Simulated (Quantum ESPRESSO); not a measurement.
**Pressure against volume in rutile-structure SnO2 (space group 136) (Quantum ESPRESSO, PBE)**

```
CELL_PARAMETERS angstrom
      4.65572     0.00000     0.00000
      0.00000     4.65572     0.00000
      0.00000     0.00000     3.13328
ATOMIC_POSITIONS crystal
  Sn 0.00000 0.00000 0.00000
  Sn 0.50000 0.50000 0.50000
  O  0.30700 0.30700 0.00000
  O  0.80700 0.19300 0.50000
  O  0.19300 0.80700 0.50000
  O  0.69300 0.69300 0.00000
```

Method: PBE, PSlibrary PAW (PBE) pseudopotentials (plane waves; Quantum ESPRESSO 7.5). Settings: ecutwfc = 72 Ry; ecutrho = 432 Ry; occupations = smearing; smearing = fd; degauss = 0.000734986 Ry; potentials = {Sn: Sn.pbe-dn-kjpaw_psl.1.0.0.UPF, O: O.pbe-n-kjpaw_psl.0.1.UPF}; K_POINTS = automatic 7 7 10 0 0 0; conv_thr = 1e-10 Ry. The cell above is the first row's. The rows scale it uniformly. In all rows fractional positions and the k mesh are held.

```
V (Å^3/atom)  P (GPa)
------------  -------
11.319          26.24
11.565          20.05
11.811          14.54
12.058           9.61
12.304           5.22
12.550           1.31
12.796          -2.18
13.042          -5.28
13.288              ?
```

Task: Using a cubic, estimate the missing P at V = 13.288 from the other rows, showing the fit.

Result: With u = V - 12.2, the rows have u = -0.8810, -0.6350, -0.3890, -0.1420, 0.1040, 0.3500, 0.5960, 0.8420. Least squares gives P = 7.007 - 17.6527·u + 4.1677·u² - 0.6432·u³. Residuals (row less fit): 0.006, -0.012, -0.002, 0.010, 0.005, -0.002, -0.010, 0.006; standard error 0.011 (degrees of freedom: 4). The fitted pressure is zero at V0 = 12.64, where dP/dV = -14.36, so B0 = -V0·dP/dV = 182 GPa. At the withheld row, u = 1.0880, so P = 7.007 - 17.6527 × 1.0880 + 4.1677 × 1.0880² - 0.6432 × 1.0880³ = -8.094 GPa. The calculation gives -8.04 GPa, 0.054 GPa above the prediction (0.2 % of the range of P in the table). The row lies outside the fitted rows, so this is an extrapolation. From the scatter of the fitted rows alone, a prediction at this place has a standard error of 0.028 GPa, so the miss is 1.9 times that.

Carrying the step between the two nearest rows on in a straight line would have given -8.38, off by 0.34; series whose last step already gives the withheld value aren't shown. The scan was laid around a cell of about the measured size, scaled by a guess for this functional; axis ratios and inner coordinates come from that cell. The runs keep the symmetry of the cell, so they don't test it for distortions. The shape of the cell and the inner coordinates aren't relaxed, so V0 and B0 belong to this uniform scaling; a relaxed crystal lies no higher in energy and is usually softer (forces reach 0.51 eV/Å in these rows). Cutoffs and mesh are single choices, not tested for convergence of this quantity. Series with a scatter that would blur these digits, or in which a gap closes, are not shown.
